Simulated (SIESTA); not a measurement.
## Several settings converged on NiRh (R3m, 2 atoms in the cell)

```
CELL_PARAMETERS angstrom
      1.31807     0.76099     4.12404
     -1.31807     0.76099     4.12404
      0.00000    -1.52198     4.12404
ATOMIC_POSITIONS crystal
  Ni 0.00404 0.00404 0.00404
  Rh 0.50000 0.50000 0.50000
```

Base method: LDA PW92, numerical atomic orbitals TZP, PseudoDojo LDA standard norm-conserving potentials (rewritten from UPF to PSML) in SIESTA.

Base settings: XC.functional = LDA; XC.authors = PW92; potentials = PseudoDojo LDA standard; PAO.BasisSize = TZP; PAO.EnergyShift = 0.01 Ry; MeshCutoff = 400 Ry; kgrid.MonkhorstPack = 7 7 7; OccupationFunction = MP; OccupationMPOrder = 0; ElectronicTemperature = 100 meV.

**Shifted k-point meshes**

Only quantities that move along the ladder and can be compared are tabulated.

| kgrid.MonkhorstPack | free energy less the last step's (meV/atom) | pressure (GPa) | largest difference of a force vector from the last step's (eV/Å) |
|---|---|---|---|
| 2 2 2 shifted by 0.5 0.5 0.5 | 1142.26 | 3.20 | 0.048 |
| 4 4 4 shifted by 0.5 0.5 0.5 | -132.31 | -17.80 | 0.041 |
| 6 6 6 shifted by 0.5 0.5 0.5 | 32.27 | -14.40 | 0.009 |
| 8 8 8 shifted by 0.5 0.5 0.5 | 4.59 | -15.11 | 0.022 |
| 10 10 10 shifted by 0.5 0.5 0.5 | -8.44 | -15.39 | 0.003 |
| 15 15 15 shifted by 0.5 0.5 0.5 | 0.00 | -15.21 | 0.000 |

Coarsest kgrid.MonkhorstPack that holds the forces within 0.02 eV/Å of the last step, with all finer ones: 10 10 10 shifted by 0.5 0.5 0.5; the step before is off by 0.022 eV/Å.

Coarsest kgrid.MonkhorstPack that holds the pressure within 1 GPa of the last step, with all finer ones: 6 6 6 shifted by 0.5 0.5 0.5; the step before is off by 2.6 GPa.

Coarsest kgrid.MonkhorstPack that holds the free energy within 5 meV/atom: not settled: the last two steps still differ by 8.4 meV/atom, over half the tolerance, so the ladder does not show it.

**The k-point mesh at a smearing width of 0.3 eV**

In this ladder: ElectronicTemperature = 300 meV.

Only quantities that move along the ladder and can be compared are tabulated.

```csv
kgrid.MonkhorstPack,free energy less the last step's (meV/atom),pressure (GPa),largest difference of a force vector from the last step's (eV/Å)
5 5 5,15.02,-14.19,0.009
7 7 7,-18.91,-14.88,0.005
11 11 11,2.20,-14.32,0.003
13 13 13,-1.62,-14.44,0.000
19 19 19,0.00,-14.38,0.000
```

Coarsest kgrid.MonkhorstPack that holds the forces within 0.005 eV/Å of the last step, with all finer ones: 11 11 11; the step before is off by 0.005 eV/Å.

Coarsest kgrid.MonkhorstPack that holds the pressure within 0.1 GPa: not settled: the last two steps still differ by 0.06 GPa, over half the tolerance, so the ladder does not show it.

Coarsest kgrid.MonkhorstPack that holds the free energy within 5 meV/atom of the last step, with all finer ones: 11 11 11; the step before is off by 19 meV/atom.

**The SCF threshold**

In this ladder: SCF.DM.Tolerance = default; SCF.DM.Converge = false; SCF.H.Converge = false; SCF.FreeE.Converge = true.

The mesh stays at the base's, so the ladder's end is converged at best in this setting alone.

Only quantities that move along the ladder and can be compared are tabulated.

```csv
SCF.FreeE.Tolerance,free energy less the last step's (meV/atom),pressure (GPa)
1.0E-01 eV,2.03,-16.00
1.0E-03 eV,0.03,-15.80
1.0E-05 eV,0.00,-15.79
1.0E-07 eV,0.00,-15.79
```

Coarsest SCF.FreeE.Tolerance that holds the free energy within 0.5 meV/atom of the last step, with all finer ones: 1.0E-03 eV; the step before is off by 2.0 meV/atom.

Coarsest SCF.FreeE.Tolerance that holds the pressure within 0.05 GPa of the last step, with all finer ones: 1.0E-03 eV; the step before is off by 0.21 GPa.

On the base run: the starting cell comes from a database of computed structures (which also holds hypothetical and non-ambient phases and stackings), without a prior relaxation at this level. Its lattice was rescaled by up to half a per cent. One atom was moved a little off its site on purpose. Spin polarisation is off. Values carry the incompleteness of an atom-centred basis. In the base run, with a pressure of about -16 GPa the cell is away from its equilibrium volume at this level. Without a gap this mesh is coarse (it stands for a supercell whose shortest vector is 18 Å).

Left out of this page: 1 run of the series stopped by limits of time or memory.
